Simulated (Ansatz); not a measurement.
For SnO (within 0.1 Å of P4/nmm, No. 129, 8 atoms in the cell; start mp-545820), PBEsol in Ansatz (PAW) gives:

```
Quantity                    Value
-------------------  ------------
lattice parameter a       3.805 Å
lattice parameter c       4.747 Å
cohesive energy      4.81 eV/atom
```

Question: What does r²SCAN+rVV10 (PAW; Ansatz, an electronic-structure program) give for the same quantities?

Answer: 
- lattice constant a: 3.794 Å (falls by 0.3 %)
- lattice parameter c: 4.768 Å (grows by 0.4 %)
- cohesive energy: 4.58 eV/atom (decreases by 0.23 eV/atom)

Changes are worked out from the printed values.

Unless a cell is named, each level is at its own relaxed cell (PBEsol 17.18, r²SCAN+rVV10 17.16 Å³/atom).

Levels without +SOC leave out spin–orbit coupling, which shifts energies and cells of such heavy elements.

Caveats: the relaxation could not lower the start's symmetry, so the cell can be a saddle point above a distorted one (PBEsol, r²SCAN+rVV10). Ansatz's density-functional and Hartree–Fock values are scalar-relativistic unless marked +SOC, with PAW data made under PBE.

A start named mp-… is a Materials Project structure, which need not be a measured phase.
